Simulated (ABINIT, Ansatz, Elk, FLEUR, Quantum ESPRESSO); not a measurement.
**One structure in several programs: CsH (Pm-3m, 2 atoms in the cell)**

Self-consistent single point.

```yaml
crystal:
  lattice:
    - [3.81459, 0.00000, 0.00000]
    - [0.00000, 3.81459, 0.00000]
    - [0.00000, 0.00000, 3.81459]
  atoms:
    - { symbol: Cs, position: [0.00000, 0.00000, 0.00000] }
    - { symbol: H, position: [0.50000, 0.50000, 0.50000] }
```

Shared settings, as Ansatz (a program for electronic structure) writes them: kpoints.mp_grid.grid = 7 7 7; magnetization.spin_orbit = true; scf.occupations.method = fixed. Potentials and cutoffs stand in the table.

```json
[
 {"code": "Elk", "model": "LDA (PW92), spin-orbit coupling in second variation, all-electron FP-LAPW, Elk's shipped species files, default APW+lo basis", "pressure (GPa)": "–", "gap on the mesh (eV)": "2.752", "cutoff": "rgkmax 7"},
 {"code": "Quantum ESPRESSO", "model": "LDA (PZ), spin-orbit coupling, PseudoDojo fully relativistic norm-conserving (PBE) pseudopotentials", "pressure (GPa)": "-1.98", "gap on the mesh (eV)": "2.774", "cutoff": "75 Ry"},
 {"code": "Ansatz", "model": "LDA (PW92) with spin-orbit coupling, default PAW files made with PBE", "pressure (GPa)": "-1.94", "gap on the mesh (eV)": "2.762", "cutoff": "420 eV"},
 {"code": "ABINIT", "model": "LDA (PW92), spin-orbit coupling, PAW (JTH v2.0 LDA PAW)", "pressure (GPa)": "-1.82", "gap on the mesh (eV)": "2.734", "cutoff": "816 eV"},
 {"code": "FLEUR", "model": "LDA (Perdew-Zunger), all-electron FLAPW (FLEUR), scalar-relativistic valence with spin-orbit coupling in second variation", "pressure (GPa)": "–", "gap on the mesh (eV)": "2.754", "cutoff": "Kmax 3.8 1/bohr"}
]
```

A dash marks a value that a program does not give, or that is left out as unsure.

Gaps are read on the mesh.

The spread over the programs that give each value: pressure within 0.16 GPa; gap on the mesh within 0.040 eV.

Elk and FLEUR treat all electrons, but the usual bases taken here (sphere radii, linearisation, local orbitals, empty states) were not tested for convergence, so the values are no reference for the others. Ansatz's pressure is given at a fixed set of plane waves, as the other plane-wave codes print theirs. The same LDA comes in different parametrisations, which differ slightly.

The starting cell comes from a database of computed structures (which also holds hypothetical and non-ambient phases and stackings), without a prior relaxation at this level. Its lattice was rescaled by a random factor within 2.5 % of one.

Keys are those of Ansatz 0.2.
